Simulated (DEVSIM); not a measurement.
Structure: illuminated Si n-on-p cell, one wavelength, at 300 K.

Layer 1 from the left is Si, thickness (μm) 0.630, Nd (cm⁻³) 1.6e18, τn (s) 0.00024, τp (s) 3.1e-6, absorption coefficient (cm⁻¹) 5200. Layer 2 from the left is Si, thickness (μm) 74.0, Na (cm⁻³) 1.6e17, τn (s) 0.00028, τp (s) 0.00028, absorption coefficient (cm⁻¹) 5200.

Left contact: ohmic, minority hole recombination velocity 1e5 cm/s. Right contact: ohmic, minority electron recombination velocity 90000 cm/s. Voltage is applied to the left contact. Recombination: SRH at mid-gap, radiative, Auger. Gap narrowing is on: ΔEg = 6.92 meV × (l + √(l² + 0.5)), l = ln(N/1.3e17 cm⁻³), shared equally by both band edges. Light enters at the left, 6e16 photons cm⁻² s⁻¹, one pass, no reflection. Mobility is μmin + (μ − μmin)/(1 + (N/Nref)^α).

The device is made up for the run: typed textbook-type constants, with dimensions and the other settings drawn at random. Values at 300 K.

Si: gap (eV) 1.124, affinity (eV) 4.05, permittivity 11.7, Nc (cm⁻³) 2.86e19, Nv (cm⁻³) 3.1e19, μn (cm²/Vs) 1417, μp (cm²/Vs) 470, μn,min 52, μp,min 45, Nref,n 9.7e16, Nref,p 2.2e17, αn 0.68, αp 0.72, B (cm³/s) 4.7e-15, Cn (cm⁶/s) 2.8e-31, Cp (cm⁶/s) 9.9e-32.

DEVSIM, 1D drift-diffusion, Boltzmann statistics, complete ionisation; no tunnelling, impact ionisation, image-force lowering or self-heating.

### Question
What does the simulation give for the fill factor, the dark forward voltage at 100 A/cm², the potential step across the device at zero bias?

### Answer
fill factor 0.82; dark forward voltage at 100 A/cm² 0.876 V; potential step across the device at zero bias 0.892 V.
